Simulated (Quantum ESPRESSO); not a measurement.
## σyy against uniaxial strain in fcc Rh (space group 225): C12 (Quantum ESPRESSO, LDA)

```yaml
crystal:
  lattice:
    - [0.00000, 1.87927, 1.87927]
    - [1.85108, 0.00000, 1.87927]
    - [1.85108, 1.87927, 0.00000]
  atoms:
    - { symbol: Rh, position: [0.00000, 0.00000, 0.00000] }
```

Computed with LDA (PZ), GBRV 1.5 ultrasoft (LDA) pseudopotentials (plane waves; Quantum ESPRESSO). Settings: ecutwfc = 52 Ry; ecutrho = 416 Ry; occupations = smearing; smearing = fd; degauss = 0.0036749 Ry; potentials = {Rh: rh_lda_v1.4.uspp.F.UPF}; K_POINTS = automatic 40 40 40 0 0 0; conv_thr = 1e-10 Ry; mixing_beta = 0.4. The cell above is the first row's. The rows stretch one cube axis (x) by the strain ε and hold the other two. Stress is positive in tension. In all rows the k mesh is held.

```
ε (%)  σyy (GPa)
-----  ---------
-1.5       -3.49
-1.0       -2.24
-0.5       -1.04
0.0         0.11
0.5         1.22
1.0         2.28
1.5         3.31
2.0            ?
```

The 7 complete rows are fitted with a parabola, σyy against ε. Least squares gives σyy = 0.111 + 2.2643·ε - 0.0895·ε². Residuals (row less fit): -0.003, 0.003, 0.004, -0.001, -0.001, -0.006, 0.004; standard error 0.004 (degrees of freedom: 4). The slope at ε = 0, 2.2643 GPa per cent, gives C12 ≈ 100 × 2.2643 = 226 GPa, for the static lattice.

Problem. Predict the withheld σyy at ε = 2.0 from the fit, and compare with the calculation.

Solution. σyy = 0.111 + 2.2643 × 2.0 - 0.0895 × 2.0² = 4.282 GPa. The calculation gives 4.29 GPa, 0.008 GPa above the prediction (0.1 % of the range of σyy in the table). The row lies outside the fitted rows, so this is an extrapolation. From the scatter of the fitted rows alone, a prediction at this place has a standard error of 0.008 GPa, so the miss is 1.0 times that.

Carrying the step between the two nearest rows on in a straight line would have given 4.34, off by 0.05; series whose last step already gives the withheld value aren't shown. The reference cell has the volume at which an earlier scan in this program and functional put its minimum by a fit. The unstrained cell stands at a pressure of -0.11 GPa, and the constants belong to that pressure. Spin polarisation is off. Without a gap such slopes are sensitive to mesh and smearing. Cutoffs and mesh are single choices, not tested for convergence of this quantity. Series with a scatter that would blur these digits, or in which a gap closes, are not shown. Strain series were run only where this level's volume lies within 10 % of a first guess from the measured size.
